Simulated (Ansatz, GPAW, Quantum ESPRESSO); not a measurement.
## GaNi3 (Pm-3m, 4 atoms in the cell) computed with different codes at matched settings

Self-consistent single point.

```
CELL_PARAMETERS angstrom
      3.48385     0.00000     0.00000
      0.00000     3.48385     0.00000
      0.00000     0.00000     3.48385
ATOMIC_POSITIONS crystal
  Ga 0.00000 0.00000 0.00000
  Ni 0.50000 0.00000 0.50000
  Ni 0.00000 0.50000 0.50000
  Ni 0.50000 0.50000 0.00000
```
Moments meant for the start (each program seeds them in its own way; μB, in the order of the atoms Ga Ni Ni Ni): 0.0 2.0 2.0 2.0.

Shared settings, as Ansatz (a program for electronic structure) writes them: kpoints.mp_grid.grid = 7 7 7; scf.occupations.method = fermi_dirac; scf.occupations.width = 0.1 eV. Potentials and cutoffs stand in the table.

| code | model | pressure (GPa) | cutoff |
|---|---|---|---|
| Quantum ESPRESSO | LDA (PZ), GBRV 1.5 ultrasoft (LDA) pseudopotentials | 1.25 | 50 Ry |
| Ansatz | LDA (PW92), PAW files made with PBE | 1.17 | default |
| GPAW | LDA (Perdew-Wang 92), GPAW PAW datasets LDA (gpaw-data 1.0.1) | 4.24 | 850 eV |

On Ansatz's run: the starting moments vanished: the run ended non-magnetic, which need not be the lowest state. The program warned that a starting moment was not kept.

The spread over the programs that give each value: pressure within 3.07 GPa.

Ansatz's pressure is given at a fixed set of plane waves, as the other plane-wave codes print theirs; with its correction for the finite basis it is 1.25 GPa. The same LDA comes in different parametrisations, which differ slightly. In the pressure, GPAW (by 2.99) lies more than 1 GPa from the median of the plane-wave programs.

On the base mesh (8 8 8) the same programs gave: Ansatz pressure 1.23 GPa; Quantum ESPRESSO pressure 1.27 GPa; GPAW pressure 4.25 GPa.

The starting cell comes from a database of computed structures (which also holds hypothetical and non-ambient phases and stackings), without a prior relaxation at this level. Its lattice was rescaled by a random factor within 2.5 % of one.

Keys are those of Ansatz 0.2.
